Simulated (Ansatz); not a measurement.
Checking a run of Ansatz (a first-principles code) on Ta₃AlCr₈ (P3m1, 12 atoms in the cell). The aim is a self-consistent single point with DFT, LDA (PW92), plane waves, default PAW files made with PBE.

Cell that was meant: a = 4.9705 Å, b = 4.9705 Å, c = 8.1659 Å, α = 90.00°, β = 90.00°, γ = 120.00°.

Part of the input:

Ansatz 0.2 input:
```yaml
    - { symbol: Cr, position: [0.49608800, 0.99217700, 0.25130000] }
    - { symbol: Cr, position: [0.00782300, 0.50391200, 0.25130000] }
    - { symbol: Cr, position: [0.49608800, 0.50391200, 0.25130000] }
basis:
  ecutwfc: 145.0
kpoints:
  mp_grid:
    grid: [4, 4, 3]
[...]
scf:
  occupations:
    method: cold
    width: 0.2
output:
  forces: true
  eigenvalues: true
```

Output, abridged:

```
   [... lines left out ...]
PAW frozen core: Cr, regenerated for the run's functional, and the local potential with it
Initial density: superposition of atomic densities (neutral atoms: chi_scale 0, normalization atom), corrected by the library's trained network
Initial wavefunctions: pseudopotential atomic-orbital guess
Eigensolver: davidson
Functional: x = slater, c = lda
SCF iter   1: F=—  HF=-55893.526142 eV  |F-HF|=—  |Δ(HF+E_count)|=         —  Δρ=4.45e-1  dr2=2.67e2  ethr=1.77e-3  ⟨swp⟩=5.2  Hψ=2724  notcnv=0
all-band conjugate gradients solve this SCF's bands
preconditioner: auto → Kerker (q_TF=auto, 2.671 Å⁻¹)
SCF iter   2: F=—  HF=-55811.887143 eV  |F-HF|=—  |Δ(HF+E_count)|=    8.16e1  S|Δr|=    0.00e0  Δρ=2.30e-1  dr2=7.57e1  ethr=1.77e-3  ⟨swp⟩=3.0  Hψ=2058  notcnv=0  defer=60
   [... lines left out ...]
SCF iter   9: F=—  HF=-55788.179859 eV  |F-HF|=—  |Δ(HF+E_count)|=   1.24e-5  S|Δr|=    0.00e0  Δρ=1.65e-5  dr2=1.36e-6  ethr=1.40e-8  ⟨swp⟩=2.0  Hψ=1134  notcnv=0  defer=37
SCF iter  10: F=—  HF=-55788.179858 eV  |F-HF|=—  |Δ(HF+E_count)|=   2.18e-7  S|Δr|=    0.00e0  Δρ=9.45e-6  dr2=3.14e-7  ethr=8.83e-10  ⟨swp⟩=2.0  Hψ=1082  notcnv=0  defer=37
SCF iter  11: F=-55788.179858 eV  HF=-55788.179858 eV  |F-HF|=6.98e-9  |Δ(HF+E_count)|=   4.89e-8  S|Δr|=    0.00e0  Δρ=1.68e-6  dr2=8.61e-9  ethr=6.49e-11  ⟨swp⟩=11.1  Hψ=3040  notcnv=0
SCF 1 converged in 11 iterations: F = -55788.179858 eV  dr2 = 8.61e-9
Stability not checked (fill_not_monotonic)
Free energy (F): -55788.179858 eV
Internal energy: -55788.153403 eV  (E = F + TS)
E sigma→0 (E₀):  -55788.171040 eV
Entropy (-TS):   -0.026455 eV (-2.205 meV/atom)
Fermi energy:    16.161736 eV
--- Forces (eV/Å), atoms counted from 1 ---
  atom   1  Ta    -0.00000000    -0.00000000    -0.12633827
  atom   2  Ta    -0.00000000    -0.00000000     0.01498912
  atom   3  Ta     0.00000000     0.00000000    -0.17650150
   [... lines left out ...]
  atom  12  Cr     4.04775337    -2.33697150    -0.86023067
--- Stress (GPa, compression-positive) ---
      -47.346718      -0.000000       0.000000
       -0.000000     -47.346718       0.000000
        0.000000       0.000000     -60.916468
  P = ⅓ Tr σ = -51.8700 GPa (-518.700 kbar)
  The stress holds the Pulay correction. Without it, at fixed plane waves, as pw.x and ABINIT print it: P = -1012.8157 GPa
```

Task: Is anything amiss in this input, and did it matter?

Result: The run is not sound. The fault is a basis or grid far too coarse for these potentials. The error of an incomplete plane-wave basis or grid does not cancel at such settings. To fix it, restore the cutoff that the potentials need and check convergence. The run converged in 11 iterations without an error; against the sound input the free energy rises by 29.7 eV/atom, the pressure goes from -25.26 to -51.87 GPa and the largest force goes from 0.121 to 4.752 eV/Å. At a fixed set of plane waves, without the program's Pulay estimate, the pressure is -1012.82 GPa against -25.37 GPa.

An input that runs soundly differs in these lines (not the only fix; some lines may just follow from the change or write a value another way):
```diff
-basis:
-  ecutwfc: 145.0
-    width: 0.2
+    width: 0.0147 Ry
```

With that input, the run converged in 8 iterations: free energy E − TS (on the zero of these files) -56144.6393 eV; Fermi level (on the code's own zero) 16.17 eV; pressure -25.26 GPa; largest force (vector length) 0.121 eV/Å (DFT, LDA (PW92), plane waves, default PAW files made with PBE).

On the sound input: the starting cell comes from a database of computed structures (which also holds hypothetical and non-ambient phases and stackings), without a prior relaxation at this level. Its lattice was rescaled by a random factor within 2.5 % of one. Spin polarisation is off. With a pressure of about -25 GPa the cell is away from its equilibrium volume at this level. Ansatz's pressure includes its estimate of the finite-basis (Pulay) stress.
